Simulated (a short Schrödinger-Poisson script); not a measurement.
Solved with a short Schrödinger-Poisson script written for these runs: 1D Poisson equation in equilibrium, electrons quantum, Hartree (BenDaniel-Duke, 12 states a valley, the channel's in-plane mass for all, wave functions ending at the dielectric), parabolic valleys, classical holes, full ionisation, no traps, pinning or gate leakage.

System: symmetric double-gate stack, HfO2 on p-type Si(100), at 300 K.

From the gate side: 5 nm HfO2; 14 nm Si, acceptors 5e17 cm⁻³; 5 nm HfO2.

Constants are typed, rounded textbook-type inputs, not results; the design itself was drawn at random and stands for no fabricated device. HfO2: permittivity 22, conduction-band edge (eV) 1.55, gap (eV) 5.7, electron mass (mₑ) 0.2. Si: permittivity 11.7, conduction-band edge (eV) 0, gap (eV) 1.124, Nv at 300 K (cm⁻³) 3.1e19.

Channel valleys (confinement mass, in-plane density-of-states mass, number): Δ2 0.916, 0.19, 2; Δ4 0.19, 0.417, 4. At the gates, both at one voltage, the conduction-band edge of layer 1 lies 1.89 eV − eVg above the Fermi level of the channel. Gaps are held at their typed values at every temperature. Mesh 0.03 nm at interfaces.

Q: Give the sheet density of all electrons at Vg = 1.05 V (cm⁻²); the gate voltage at 1e11 electrons/cm² (V); the lowest subband against the Fermi level at Vg = 1.05 V (meV).

A: sheet density of all electrons at Vg = 1.05 V (cm⁻²): 2.13e13; gate voltage at 1e11 electrons/cm² (V): 0.23; lowest subband against the Fermi level at Vg = 1.05 V (meV): -37.8.
